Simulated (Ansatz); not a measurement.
## AlN, pressure series

The reference is AlN in the wurtzite structure (space group P6_3mc, No. 186; a = 3.114 Å, c = 4.983 Å).

Cell and atoms are relaxed at each pressure.

Method: DFT with PBEsol, PAW potentials and a 420 eV plane-wave cutoff in Ansatz (a quantum-chemistry and plane-wave program), no spin-orbit coupling.

```csv
case,band gap,c/a ratio,volume per atom
base,4.09 eV,1.600,10.46 Å³
pressure −2 GPa,4.01 eV,1.602,10.57 Å³
pressure −1 GPa,4.05 eV,1.601,10.51 Å³
pressure 0.9 GPa,4.13 eV,1.600,10.41 Å³
pressure 2.1 GPa,4.18 eV,1.599,10.35 Å³
pressure 4.5 GPa,4.27 eV,1.598,10.24 Å³
pressure 9 GPa,4.44 eV,?,10.04 Å³
pressure 15 GPa,?,1.591,9.79 Å³
pressure 22.5 GPa,4.87 eV,1.586,9.52 Å³
pressure 30 GPa,4.91 eV,1.580,?
```

Task: Some entries are withheld; estimate them.

Result: 
- pressure 9 GPa, c/a ratio: 1.595
- pressure 15 GPa, band gap: 4.64 eV
- pressure 30 GPa, volume per atom: 9.28 Å³

Load acts through the strain it causes; cell and atoms are relaxed under it. Stability against distortions was not tested. Measured, AlN leaves this structure (for rock salt) near 14 GPa (temperature not stated; as listed in Datta, Sujoy, Jana, Debnarayan, arXiv (2020)), on rising pressure, with hysteresis.
